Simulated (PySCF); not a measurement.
PySCF 2.14.0, PBE0/def2-svpd, df: In(F)2 ([F][In+][F]), charge +1, multiplicity 1, 3 atoms. The geometry is a generated start, not checked to be a minimum at this level.

* **task**: energy
* **method**: pbe0
* **basis**: def2-svpd
* **two-electron scheme**: density fitting
* **mol.max_memory**: 3000 MB
* **mf.max_cycle**: 100
* **mf.conv_tol**: 1e-09 (default)
* **mf.grids.level**: 3 (default)
* **effective core potentials**: those of the basis set, past Kr
* **basis functions**: 78
* **grid points**: 50400

```xyz
3

In    -0.0066    -0.0028    -0.0046
F     -0.2338     1.5148    -1.3200
F      0.2404    -1.5120     1.3247
```

Charge 1 and multiplicity 1 are set for this test and not shown to be the ground state.

With the defaults (mf.DIIS = CDIIS, mf.diis = true, mf.init_guess = minao, mf.level_shift = 0, mf.diis_space = 8, mf.damp = 0, mf.diis_start_cycle = 1) it converges in 12 Fock builds. One run each on 2 threads, 1 BLAS thread, with these changes:
- mf.init_guess = mod_huckel
- mf.DIIS = ADIIS
- mf.DIIS = EDIIS
- mf.diis = false
- mf.level_shift = 0.3 Hartree
- mf.diis_space = 12
- mf.damp = 0.7, mf.diis_start_cycle = 8
- mf.diis_space = 20
- mf.diis_space = 3

**Question.** Which runs fail or end elsewhere than the default run?

**Answer.** No convergence: mf.DIIS = EDIIS; mf.diis = false (the run ends without SCF convergence in 100 cycles). The rest reach the solution of the defaults.

```json
[
 {"setting": "the defaults", "Fock builds": "12", "end": "same solution"},
 {"setting": "mf.init_guess = mod_huckel", "Fock builds": "12", "end": "same solution"},
 {"setting": "mf.diis_space = 20", "Fock builds": "12", "end": "same solution"},
 {"setting": "mf.diis_space = 12", "Fock builds": "12", "end": "same solution"},
 {"setting": "mf.diis_space = 3", "Fock builds": "14", "end": "same solution"},
 {"setting": "mf.damp = 0.7, mf.diis_start_cycle = 8", "Fock builds": "16", "end": "same solution"},
 {"setting": "mf.level_shift = 0.3 Hartree", "Fock builds": "17", "end": "same solution"},
 {"setting": "mf.DIIS = ADIIS", "Fock builds": "22", "end": "same solution"},
 {"setting": "mf.DIIS = EDIIS", "Fock builds": "101", "end": "no convergence"},
 {"setting": "mf.diis = false", "Fock builds": "101", "end": "no convergence"}
]
```
